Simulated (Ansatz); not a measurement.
# Quartz-high SiO2 (high-temperature phase)

Level of theory: r²SCAN (plane waves, PAW; Ansatz, a program for electronic structure).

Settings: plane-wave cutoff 560 eV, 12×12×6 k mesh (along the axes of the cell as run), Fermi–Dirac smearing 0.01 eV, scalar-relativistic PAW data made under PBE.

Cell (relaxed at this level):

Space group P6₄22 (No. 181); a = 5.0594 Å, b = 5.0594 Å, c = 5.5408 Å, α = 90.00°, β = 90.00°, γ = 120.00°

| atom | site | symmetry | x | y | z |
|---|---|---|---|---|---|
| Si | 3c | 222 | 0.5000 | 0.0000 | 0.0000 |
| O | 6j | ..2 | 0.2083 | 0.4165 | 0.5000 |

For quartz-high SiO2 (high-temperature phase), the band gap is 6.30 eV (on the SCF k mesh).

Note: symmetry holds this phase in the static calculation, where it need not be a minimum; held by symmetry at 0 K, a high-temperature phase can be a saddle point.

Static lattice: no zero-point or thermal effects.
